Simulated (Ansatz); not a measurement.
Output of an Ansatz run (abridged):

```
WARN ansatz: RAYON_NUM_THREADS=1 ignored (pool sized by the plan → 1); use --threads N
Pseudopotentials: kind: paw
Pseudopotential: Sc, paw, valence charge 11
Pseudopotential: Co, paw, valence charge 17
Crystal: 6 atoms, lattice volume = 111.059 Å³
Basis set: ecut = 900 eV, 6817 PW (Γ), exchange–correlation on 108×108×108 points (8 copies of the dense FFT grid, shifted against one another)
Bands: 47, of which v1, the nominal top of the filled ones, is band 39 counted from 1 (38 counted from 0)
Symmetry: 16 space group operations
Space group: I4/mcm (ITA 140), of the structure as read, at distance tolerance 4.8e-5 Å
k-points: 30 of 216
PAW frozen core: Sc, regenerated for the run's functional, and the local potential with it
PAW frozen core: Co, regenerated for the run's functional, and the local potential with it
Initial density: superposition of atomic densities (chi_scale 0.1, normalization cell, long waves kept (reshape's long-wave potential 0.00 eV rms))
Initial wavefunctions: pseudopotential atomic-orbital guess
Eigensolver: davidson
Functional: x = pbesol(κ = 0.804, μ = 0.12345679012345678), c = pbesol(β = 0.046)
SCF iter   1: F=—  HF=-18634.295289 eV  |F-HF|=—  |Δ(HF+E_count)|=         —  Δρ=7.87e-2  dr2=4.61e0  ethr=3.10e-3  ⟨swp⟩=6.1  Hψ=5234  notcnv=0
all-band conjugate gradients solve this SCF's bands
preconditioner: auto → Kerker (q_TF=auto, 2.572 Å⁻¹)
SCF iter   2: F=—  HF=-18633.570729 eV  |F-HF|=—  |Δ(HF+E_count)|=   7.25e-1  Δρ=2.55e-2  dr2=6.98e-1  ethr=3.10e-3  ⟨swp⟩=2.4  Hψ=2275  notcnv=0
SCF iter   3: F=—  HF=-18633.401280 eV  |F-HF|=—  |Δ(HF+E_count)|=   1.69e-1  Δρ=5.86e-3  dr2=7.20e-2  ethr=8.94e-4  ⟨swp⟩=3.0  Hψ=2137  notcnv=0
SCF iter   4: F=—  HF=-18633.386104 eV  |F-HF|=—  |Δ(HF+E_count)|=   1.52e-2  Δρ=1.06e-3  dr2=1.37e-3  ethr=9.23e-5  ⟨swp⟩=2.0  Hψ=1930  notcnv=0
SCF iter   5: F=—  HF=-18633.385899 eV  |F-HF|=—  |Δ(HF+E_count)|=   2.05e-4  Δρ=2.63e-4  dr2=5.84e-5  ethr=1.76e-6  ⟨swp⟩=2.0  Hψ=1963  notcnv=0
SCF iter   6: F=—  HF=-18633.385748 eV  |F-HF|=—  |Δ(HF+E_count)|=   1.51e-4  Δρ=1.25e-4  dr2=7.08e-6  ethr=7.49e-8  ⟨swp⟩=2.2  Hψ=2183  notcnv=0
SCF iter   7: F=—  HF=-18633.385746 eV  |F-HF|=—  |Δ(HF+E_count)|=   2.45e-6  Δρ=2.27e-5  dr2=3.58e-7  ethr=9.08e-9  ⟨swp⟩=2.7  Hψ=2527  notcnv=0
SCF iter   8: F=-18633.385746 eV  HF=-18633.385746 eV  |F-HF|=1.86e-8  |Δ(HF+E_count)|=   1.56e-8  Δρ=5.09e-6  dr2=2.66e-8  ethr=1.28e-10  ⟨swp⟩=7.6  Hψ=5388  notcnv=0
SCF 1 converged in 8 iterations: F = -18633.385746 eV  dr2 = 2.66e-8
SCF converged after 8 iterations
Free energy (F): -18633.385746 eV
Harris-Foulkes:  -18633.385746 eV  (|F-HF|=1.86e-8)
Internal energy: -18633.148376 eV  (E = F + TS)
E sigma→0 (E₀):  -18633.267061 eV
Entropy (-TS):   -0.237370 eV (-39.562 meV/atom)
Fermi energy:    11.887416 eV
--- Per-component energies (eV) ---
  E_band       = -1253.021730
  E_kinetic    = 3014.937670
  E_local      = -13024.632460  (includes V_loc(G=0)·N_el)
  E_nonlocal   = 2155.422823
  E_hartree    = 4222.008389
  E_xc         = -964.177365
  E_vxc        = -1258.837457  (∫ρ·V_xc dr)
  E_paw        = -6198.835168  (= ΣΔE_a)
  E_vpaw       = -583.912720  (= ΣTr[D̂ρ^β])
  E_aug_tail   = 0.000117  (compensation charges beyond the density's cutoff)
  E_ewald      = -7838.763911
  E_core_change = 0.891529  (= ΣΔE_core)
  E_smearing   = -0.237370  (= −TS)
  E_closure    = -0.000000  (closes the sum)
  Σ components = -18633.385746   (vs F -18633.385746, Δ=0.00e0)
--- Forces (eV/Å), atoms counted from 1 ---
  atom   1  Sc    -0.05094339    -0.05094339     0.00000000
  atom   2  Sc     0.05094339     0.05094339     0.00000000
  atom   3  Sc     0.05094339    -0.05094339     0.00000000
  atom   4  Sc    -0.05094339     0.05094339     0.00000000
  atom   5  Co     0.00000000    -0.00000000     0.00000000
  atom   6  Co     0.00000000     0.00000000     0.00000000
  max |Σ_I F_I| component: 2.43e-17 eV/Å
--- Stress (GPa, compression-positive) ---
       -3.085792       0.000000       0.000000
        0.000000      -3.085792      -0.000000
       -0.000000      -0.000000      -3.371716
  P = ⅓ Tr σ = -3.1811 GPa (-31.811 kbar)
  The stress holds the Pulay correction. Without it, at fixed plane waves, as pw.x and ABINIT print it: P = -3.1913 GPa
--- Band table (eV; the first three rows and the last of 30) ---
  k-point 0: bands = ["-82.2902", "-82.2867", "-45.7452", "-45.7452", "-45.7410", "-45.7410", "-45.7156", "-45.6692", "-37.1871", "-37.1338", "-37.1054", "-37.1054", "-16.1090", "-16.0193", "-16.0193", "-15.9568", "-15.9568", "-15.9450", "-15.8687", [...]
  k-point 1: bands = ["-82.2902", "-82.2867", "-45.7454", "-45.7452", "-45.7410", "-45.7409", "-45.7156", "-45.6692", "-37.1822", "-37.1356", "-37.1083", "-37.1053", "-16.0934", "-16.0255", "-16.0205", "-16.0004", "-15.9501", "-15.8910", "-15.8525", [...]
  k-point 2: bands = ["-82.2902", "-82.2867", "-45.7456", "-45.7452", "-45.7410", "-45.7409", "-45.7157", "-45.6692", "-37.1698", "-37.1404", "-37.1152", "-37.1051", "-16.0473", "-16.0371", "-16.0258", "-16.0230", "-15.9284", "-15.8691", "-15.8194", [...]
  k-point 29: bands = ["-82.2902", "-82.2867", "-45.7457", "-45.7457", "-45.7408", "-45.7408", "-45.7159", "-45.6692", "-37.1443", "-37.1443", "-37.1338", "-37.1058", "-16.1174", "-16.1130", "-15.9657", "-15.9631", "-15.9405", "-15.9405", [...]
```

The structure:

```xyz
6
Lattice="-3.1413 3.1413 2.8137 3.1413 -3.1413 2.8137 3.1413 3.1413 -2.8137" Properties=species:S:1:pos:R:3 pbc="T T T"
Sc     2.0204    -1.1209     2.8137
Sc     1.1209     4.2622     0.0000
Sc     1.1209     2.0204     2.8137
Sc     2.0204     1.1209     0.0000
Co     0.0000     0.0000     4.2206
Co     0.0000     0.0000     1.4069
```

Task: What input produced this log?

Result: Other spellings and defaults could give the same log, and not every line can be read from it. The input that was run (DFT, PBEsol, plane waves, harder PAW files (source: ansatz) made with PBE):

Ansatz 0.2 input:
```yaml
crystal:
  lattice:
    - [-3.14128000, 3.14128000, 2.81372500]
    - [3.14128000, -3.14128000, 2.81372500]
    - [3.14128000, 3.14128000, -2.81372500]
  atoms:
    - { symbol: Sc, position: [0.32159000, 0.82159000, 0.14318000] }
    - { symbol: Sc, position: [0.67841000, 0.17841000, 0.85682000] }
    - { symbol: Sc, position: [0.82159000, 0.67841000, 0.50000000] }
    - { symbol: Sc, position: [0.17841000, 0.32159000, 0.50000000] }
    - { symbol: Co, position: [0.75000000, 0.75000000, 0.00000000] }
    - { symbol: Co, position: [0.25000000, 0.25000000, 0.00000000] }
basis:
  ecutwfc: 900.0 eV
kpoints:
  mp_grid: { grid: [6, 6, 6] }
hamiltonian:
  xc: pbesol
  pseudopotentials: { kind: paw, source: ansatz }
scf:
  occupations: { method: fermi_dirac, width: 0.1 eV }
output:
  forces: true
  eigenvalues: true
  stress: true
```

The starting cell comes from a database of computed structures (which also holds hypothetical and non-ambient phases and stackings), without a prior relaxation at this level. Spin polarisation is off. With a pressure of about -3 GPa the cell is away from its equilibrium volume at this level. Ansatz's pressure includes its estimate of the finite-basis (Pulay) stress.

Ansatz is an electronic-structure program.
